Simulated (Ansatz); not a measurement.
# Mo2N (I4₁/amd, No. 141, 6 atoms in the cell; start COD 1541975): bulk modulus by level of theory

No measured value is used here.

| level (code) | value (GPa) | cell (Å³/atom) |
|---|---|---|
| LDA (Ansatz) | 330 | 11.58 |
| PBEsol (Ansatz) | 316 | 11.77 |
| r²SCAN (Ansatz) | 315 | 11.96 |

The crystal itself was run without spin with LDA, PBEsol, r²SCAN; a magnetic state was not tried in these runs. LDA, PBEsol, r²SCAN: the run has no spin polarisation, so it can have missed a magnetic state. LDA, PBEsol, r²SCAN: the bulk modulus is −V dP/dV from two relaxed cells at ±2 % in volume. LDA, PBEsol, r²SCAN: the relaxation could not lower the start's symmetry, so the cell can be a saddle point above a distorted one. Each level is taken at its own relaxed cell. Cutoffs differ between the levels. Ansatz's density-functional and Hartree–Fock values are scalar-relativistic unless marked +SOC, with PAW data made under PBE.

Ansatz is an electronic-structure program.
